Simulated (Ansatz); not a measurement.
Defect: Al-vacancy pair (Al on one host Hf site, one O site vacant) in monoclinic HfO2, charge state +1. Level of theory: PBE, PAW (plane waves to 420 eV; Ansatz, a quantum-chemistry and plane-wave program).

96-site cell at the relaxed PBE lattice, the Γ point alone, smearing 0.01 eV, spin-restricted, no finite-size correction. No zero-point or tunnelling terms. Spin-orbit coupling is left out. The charge state is imposed; whether it is stable for some Fermi level was not computed. Forms of the defect that were not tried may lie lower.

Barriers: single points on a 2×2×2 k-point mesh shifted by half a step at the bands' geometries.

Relaxed starting cell (atoms counted from 1):

```yaml
crystal:
  lattice:
    - [10.32305, 0.00000, 0.00000]
    - [0.00000, 10.42402, 0.00000]
    - [-1.79660, 0.00000, 10.55307]
  atoms:
    - { symbol: Al, position: [0.14174, 0.26650, 0.32171] }
    - { symbol: Hf, position: [0.13762, 0.23028, 0.85496] }
    - { symbol: Hf, position: [0.13666, 0.73035, 0.35534] }
    - { symbol: Hf, position: [0.13929, 0.72873, 0.85665] }
    - { symbol: Hf, position: [0.63606, 0.22932, 0.35465] }
    - { symbol: Hf, position: [0.63550, 0.23082, 0.85367] }
    - { symbol: Hf, position: [0.63089, 0.72355, 0.35290] }
    - { symbol: Hf, position: [0.63962, 0.72897, 0.85424] }
    - { symbol: Hf, position: [0.36415, 0.27155, 0.14496] }
    - { symbol: Hf, position: [0.35529, 0.26799, 0.63841] }
    - { symbol: Hf, position: [0.36105, 0.77366, 0.14877] }
    - { symbol: Hf, position: [0.36514, 0.76794, 0.64628] }
    - { symbol: Hf, position: [0.86522, 0.27095, 0.14886] }
    - { symbol: Hf, position: [0.86310, 0.27027, 0.64497] }
    - { symbol: Hf, position: [0.86189, 0.77316, 0.14475] }
    - { symbol: Hf, position: [0.86331, 0.77208, 0.64474] }
    - { symbol: Hf, position: [0.36040, 0.47726, 0.39500] }
    - { symbol: Hf, position: [0.36419, 0.47773, 0.89348] }
    - { symbol: Hf, position: [0.35503, 0.98574, 0.39823] }
    - { symbol: Hf, position: [0.36490, 0.97689, 0.90150] }
    - { symbol: Hf, position: [0.86438, 0.47654, 0.39478] }
    - { symbol: Hf, position: [0.86103, 0.47771, 0.89462] }
    - { symbol: Hf, position: [0.84121, 0.96937, 0.39229] }
    - { symbol: Hf, position: [0.86352, 0.98107, 0.89607] }
    - { symbol: Hf, position: [0.13670, 0.02697, 0.11117] }
    - { symbol: Hf, position: [0.14566, 0.01212, 0.62088] }
    - { symbol: Hf, position: [0.13627, 0.52655, 0.10119] }
    - { symbol: Hf, position: [0.13577, 0.52205, 0.60330] }
    - { symbol: Hf, position: [0.63861, 0.02291, 0.10343] }
    - { symbol: Hf, position: [0.63370, 0.02258, 0.60636] }
    - { symbol: Hf, position: [0.63863, 0.52136, 0.10323] }
    - { symbol: Hf, position: [0.63790, 0.51960, 0.60374] }
    - { symbol: O, position: [0.03132, 0.09465, 0.93179] }
    - { symbol: O, position: [0.03165, 0.58964, 0.42445] }
    - { symbol: O, position: [0.03032, 0.58943, 0.92415] }
    - { symbol: O, position: [0.53063, 0.08846, 0.42664] }
    - { symbol: O, position: [0.53409, 0.08717, 0.92667] }
    - { symbol: O, position: [0.53174, 0.58397, 0.42629] }
    - { symbol: O, position: [0.53487, 0.58632, 0.92420] }
    - { symbol: O, position: [0.46838, 0.41328, 0.07285] }
    - { symbol: O, position: [0.46327, 0.41197, 0.57410] }
    - { symbol: O, position: [0.46894, 0.91353, 0.07746] }
    - { symbol: O, position: [0.46390, 0.91445, 0.57630] }
    - { symbol: O, position: [0.96892, 0.41027, 0.07317] }
    - { symbol: O, position: [0.96592, 0.41462, 0.57454] }
    - { symbol: O, position: [0.96756, 0.91490, 0.07379] }
    - { symbol: O, position: [0.96637, 0.92202, 0.56195] }
    - { symbol: O, position: [0.46866, 0.34009, 0.32205] }
    - { symbol: O, position: [0.46370, 0.33530, 0.82134] }
    - { symbol: O, position: [0.46323, 0.83717, 0.32779] }
    - { symbol: O, position: [0.46867, 0.83586, 0.82606] }
    - { symbol: O, position: [0.97589, 0.33579, 0.32812] }
    - { symbol: O, position: [0.96716, 0.33793, 0.82154] }
    - { symbol: O, position: [0.96761, 0.84838, 0.32245] }
    - { symbol: O, position: [0.97129, 0.84425, 0.81934] }
    - { symbol: O, position: [0.03562, 0.16052, 0.19787] }
    - { symbol: O, position: [0.03287, 0.16030, 0.67093] }
    - { symbol: O, position: [0.03140, 0.66597, 0.17527] }
    - { symbol: O, position: [0.03484, 0.66648, 0.67364] }
    - { symbol: O, position: [0.53487, 0.16420, 0.17541] }
    - { symbol: O, position: [0.52897, 0.16267, 0.67459] }
    - { symbol: O, position: [0.53012, 0.66207, 0.17473] }
    - { symbol: O, position: [0.53466, 0.66257, 0.67486] }
    - { symbol: O, position: [0.22514, 0.35748, 0.47222] }
    - { symbol: O, position: [0.22566, 0.37222, 0.98387] }
    - { symbol: O, position: [0.22050, 0.86783, 0.49243] }
    - { symbol: O, position: [0.22483, 0.87181, 0.99191] }
    - { symbol: O, position: [0.72496, 0.36981, 0.48795] }
    - { symbol: O, position: [0.72416, 0.37285, 0.98740] }
    - { symbol: O, position: [0.71948, 0.86834, 0.48696] }
    - { symbol: O, position: [0.72626, 0.87297, 0.98794] }
    - { symbol: O, position: [0.27543, 0.12762, 0.01806] }
    - { symbol: O, position: [0.25902, 0.11406, 0.51937] }
    - { symbol: O, position: [0.27477, 0.62953, 0.01201] }
    - { symbol: O, position: [0.27517, 0.62448, 0.51205] }
    - { symbol: O, position: [0.77716, 0.13008, 0.01404] }
    - { symbol: O, position: [0.77606, 0.12507, 0.51045] }
    - { symbol: O, position: [0.77620, 0.62959, 0.01127] }
    - { symbol: O, position: [0.77476, 0.62823, 0.51180] }
    - { symbol: O, position: [0.27352, 0.13787, 0.27203] }
    - { symbol: O, position: [0.27462, 0.11951, 0.76954] }
    - { symbol: O, position: [0.27274, 0.62526, 0.26230] }
    - { symbol: O, position: [0.27442, 0.62084, 0.76234] }
    - { symbol: O, position: [0.77658, 0.11861, 0.26462] }
    - { symbol: O, position: [0.77295, 0.12299, 0.76185] }
    - { symbol: O, position: [0.77420, 0.62099, 0.26123] }
    - { symbol: O, position: [0.77799, 0.62304, 0.76046] }
    - { symbol: O, position: [0.22245, 0.38389, 0.23095] }
    - { symbol: O, position: [0.22300, 0.37676, 0.73059] }
    - { symbol: O, position: [0.22419, 0.88641, 0.24197] }
    - { symbol: O, position: [0.22918, 0.87541, 0.74472] }
    - { symbol: O, position: [0.72990, 0.37634, 0.23853] }
    - { symbol: O, position: [0.72405, 0.37856, 0.73769] }
    - { symbol: O, position: [0.71972, 0.87563, 0.23807] }
    - { symbol: O, position: [0.72623, 0.87881, 0.73685] }
```
Cell charge +1.

End state 1 differs by these moves (Å; atoms that move under 0.08 Å are left out):

```json
[
 {"atom": "10", "element": "Hf", "Δx": "0.07", "Δy": "0.04", "Δz": "0.06"},
 {"atom": "16", "element": "Hf", "Δx": "-0.14", "Δy": "-0.18", "Δz": "0.12"},
 {"atom": "23", "element": "Hf", "Δx": "0.17", "Δy": "0.18", "Δz": "-0.08"},
 {"atom": "26", "element": "Hf", "Δx": "0.15", "Δy": "0.18", "Δz": "-0.13"},
 {"atom": "36", "element": "O", "Δx": "0.08", "Δy": "-0.05", "Δz": "-0.02"},
 {"atom": "43", "element": "O", "Δx": "0.11", "Δy": "-0.07", "Δz": "-0.03"},
 {"atom": "47", "element": "O", "Δx": "0.83", "Δy": "1.39", "Δz": "-1.16"},
 {"atom": "50", "element": "O", "Δx": "0.08", "Δy": "0.02", "Δz": "-0.02"},
 {"atom": "54", "element": "O", "Δx": "-0.05", "Δy": "-0.15", "Δz": "0.07"},
 {"atom": "55", "element": "O", "Δx": "0.03", "Δy": "0.08", "Δz": "-0.13"},
 {"atom": "56", "element": "O", "Δx": "0.01", "Δy": "0.06", "Δz": "-0.11"},
 {"atom": "57", "element": "O", "Δx": "0.00", "Δy": "-0.04", "Δz": "0.10"},
 {"atom": "59", "element": "O", "Δx": "0.00", "Δy": "0.08", "Δz": "-0.09"},
 {"atom": "61", "element": "O", "Δx": "0.09", "Δy": "0.02", "Δz": "0.01"},
 {"atom": "70", "element": "O", "Δx": "0.40", "Δy": "0.04", "Δz": "0.15"},
 {"atom": "73", "element": "O", "Δx": "0.36", "Δy": "0.00", "Δz": "0.12"},
 {"atom": "81", "element": "O", "Δx": "0.05", "Δy": "0.08", "Δz": "0.02"},
 {"atom": "84", "element": "O", "Δx": "-0.02", "Δy": "0.05", "Δz": "-0.07"},
 {"atom": "91", "element": "O", "Δx": "-0.01", "Δy": "0.06", "Δz": "-0.08"}
]
```

**Question.** Estimate the forward and backward barriers to end state 1 that PBE, PAW returns for this input.

**Answer.** forward 0.83 eV, backward 0.15 eV; at the saddle point atom 47 has neighbours Hf at 1.90, Hf at 1.91 Å. The program found a first-order saddle point.

End state 2 differs by these moves (Å; atoms that move under 0.08 Å are left out):

```json
[
 {"atom": "1", "element": "Al", "Δx": "-0.24", "Δy": "-0.26", "Δz": "0.19"},
 {"atom": "2", "element": "Hf", "Δx": "0.01", "Δy": "0.09", "Δz": "0.16"},
 {"atom": "7", "element": "Hf", "Δx": "0.08", "Δy": "0.09", "Δz": "0.01"},
 {"atom": "9", "element": "Hf", "Δx": "-0.05", "Δy": "0.01", "Δz": "0.08"},
 {"atom": "14", "element": "Hf", "Δx": "-0.24", "Δy": "0.13", "Δz": "-0.04"},
 {"atom": "19", "element": "Hf", "Δx": "0.10", "Δy": "-0.01", "Δz": "-0.04"},
 {"atom": "23", "element": "Hf", "Δx": "0.30", "Δy": "0.20", "Δz": "0.06"},
 {"atom": "26", "element": "Hf", "Δx": "0.13", "Δy": "-0.02", "Δz": "-0.30"},
 {"atom": "32", "element": "Hf", "Δx": "-0.05", "Δy": "0.08", "Δz": "-0.05"},
 {"atom": "33", "element": "O", "Δx": "0.02", "Δy": "-0.03", "Δz": "-0.08"},
 {"atom": "35", "element": "O", "Δx": "0.05", "Δy": "-0.06", "Δz": "-0.03"},
 {"atom": "36", "element": "O", "Δx": "0.08", "Δy": "-0.03", "Δz": "-0.03"},
 {"atom": "43", "element": "O", "Δx": "0.10", "Δy": "-0.08", "Δz": "-0.03"},
 {"atom": "45", "element": "O", "Δx": "0.00", "Δy": "-0.10", "Δz": "-0.02"},
 {"atom": "47", "element": "O", "Δx": "0.00", "Δy": "0.09", "Δz": "0.22"},
 {"atom": "50", "element": "O", "Δx": "0.07", "Δy": "0.03", "Δz": "-0.05"},
 {"atom": "52", "element": "O", "Δx": "-0.05", "Δy": "0.06", "Δz": "-0.08"},
 {"atom": "53", "element": "O", "Δx": "0.00", "Δy": "-0.10", "Δz": "-0.10"},
 {"atom": "54", "element": "O", "Δx": "0.03", "Δy": "-0.05", "Δz": "0.06"},
 {"atom": "55", "element": "O", "Δx": "-0.04", "Δy": "-0.08", "Δz": "0.07"},
 {"atom": "56", "element": "O", "Δx": "0.00", "Δy": "0.05", "Δz": "-0.17"},
 {"atom": "57", "element": "O", "Δx": "0.55", "Δy": "-0.55", "Δz": "-2.47"},
 {"atom": "61", "element": "O", "Δx": "0.08", "Δy": "0.03", "Δz": "0.01"},
 {"atom": "64", "element": "O", "Δx": "-0.06", "Δy": "-0.05", "Δz": "0.09"},
 {"atom": "65", "element": "O", "Δx": "0.00", "Δy": "0.02", "Δz": "0.10"},
 {"atom": "66", "element": "O", "Δx": "0.07", "Δy": "0.00", "Δz": "-0.04"},
 {"atom": "68", "element": "O", "Δx": "-0.06", "Δy": "0.07", "Δz": "-0.01"},
 {"atom": "70", "element": "O", "Δx": "0.14", "Δy": "0.09", "Δz": "0.01"},
 {"atom": "73", "element": "O", "Δx": "0.43", "Δy": "-0.05", "Δz": "0.13"},
 {"atom": "77", "element": "O", "Δx": "0.02", "Δy": "0.10", "Δz": "0.02"},
 {"atom": "80", "element": "O", "Δx": "-0.06", "Δy": "-0.07", "Δz": "0.01"},
 {"atom": "81", "element": "O", "Δx": "-0.39", "Δy": "0.05", "Δz": "-0.15"},
 {"atom": "88", "element": "O", "Δx": "-0.05", "Δy": "-0.03", "Δz": "0.09"},
 {"atom": "89", "element": "O", "Δx": "-0.04", "Δy": "0.00", "Δz": "0.09"},
 {"atom": "94", "element": "O", "Δx": "0.07", "Δy": "0.06", "Δz": "0.00"}
]
```

**Question.** What is the computed forward and backward barriers to end state 2 (PBE, PAW)?

**Answer.** forward 1.36 eV, backward 0.61 eV; at the saddle point atom 57 has neighbours Hf at 2.03, Hf at 2.23, Hf at 2.54; O at 2.51, O at 2.53 Å. The program found a first-order saddle point.

End state 3 differs by these moves (Å; atoms that move under 0.08 Å are left out):

| atom | element | Δx | Δy | Δz |
|---|---|---|---|---|
| 1 | Al | -0.24 | -0.40 | 0.58 |
| 7 | Hf | 0.09 | 0.04 | 0.04 |
| 9 | Hf | -0.08 | 0.06 | 0.01 |
| 13 | Hf | -0.16 | 0.10 | -0.06 |
| 19 | Hf | 0.04 | -0.10 | 0.06 |
| 23 | Hf | 0.24 | 0.12 | 0.06 |
| 25 | Hf | 0.11 | -0.13 | -0.10 |
| 26 | Hf | -0.06 | 0.10 | -0.16 |
| 33 | O | -0.06 | 0.10 | 0.14 |
| 34 | O | 0.02 | -0.08 | -0.03 |
| 45 | O | 0.04 | -0.09 | -0.07 |
| 46 | O | -0.04 | 0.13 | 0.13 |
| 47 | O | -0.01 | -0.10 | 0.13 |
| 48 | O | -0.05 | -0.08 | 0.04 |
| 52 | O | 0.02 | -0.14 | -0.16 |
| 54 | O | -0.01 | -0.12 | 0.05 |
| 55 | O | -0.03 | -0.01 | 0.09 |
| 56 | O | -0.44 | -0.69 | 2.42 |
| 57 | O | -0.05 | -0.03 | 0.12 |
| 60 | O | -0.08 | -0.04 | 0.03 |
| 64 | O | -0.07 | 0.01 | 0.08 |
| 73 | O | 0.20 | 0.08 | -0.06 |
| 80 | O | -0.65 | 0.08 | -0.23 |
| 88 | O | 0.13 | 0.14 | 0.00 |

**Question.** Estimate the forward and backward barriers to end state 3 that PBE, PAW returns for this input.

**Answer.** forward 1.16 eV, backward 1.11 eV; at the saddle point atom 56 has neighbours Al at 1.94; Hf at 2.19 Å. The program found a first-order saddle point.

End state 4 differs by these moves (Å; atoms that move under 0.08 Å are left out):

```csv
atom,element,Δx,Δy,Δz
1,Al,-0.22,-0.29,0.14
3,Hf,0.24,-0.14,0.04
7,Hf,0.06,0.04,0.05
9,Hf,-0.09,-0.01,0.03
15,Hf,-0.04,-0.11,-0.12
17,Hf,-0.02,-0.12,0.03
23,Hf,0.18,0.33,0.13
26,Hf,-0.02,0.10,-0.21
34,O,0.00,0.08,0.03
35,O,-0.03,0.07,0.07
43,O,0.07,-0.07,-0.01
44,O,-0.05,0.11,0.02
46,O,-0.02,-0.03,0.08
47,O,0.11,-0.25,-0.12
50,O,0.08,0.03,-0.04
54,O,0.59,2.52,1.00
56,O,0.01,0.11,-0.23
58,O,0.00,0.09,0.14
59,O,-0.04,-0.07,0.05
62,O,0.08,0.06,0.00
64,O,-0.03,-0.10,0.07
66,O,0.08,-0.06,-0.05
70,O,0.06,0.07,0.03
73,O,0.32,-0.08,0.14
75,O,0.03,-0.07,0.01
80,O,-0.07,-0.09,0.01
82,O,0.08,-0.07,0.02
84,O,-0.04,0.10,-0.04
88,O,-0.05,-0.05,0.06
90,O,0.01,-0.08,0.00
91,O,-0.02,0.04,-0.08
94,O,0.47,0.05,0.13
```

**Question.** Give the forward and backward barriers to end state 4 at the level PBE, PAW.

**Answer.** forward 1.54 eV, backward 0.73 eV; at the saddle point atom 54 has neighbours Hf at 1.93 Å. The program found a first-order saddle point.
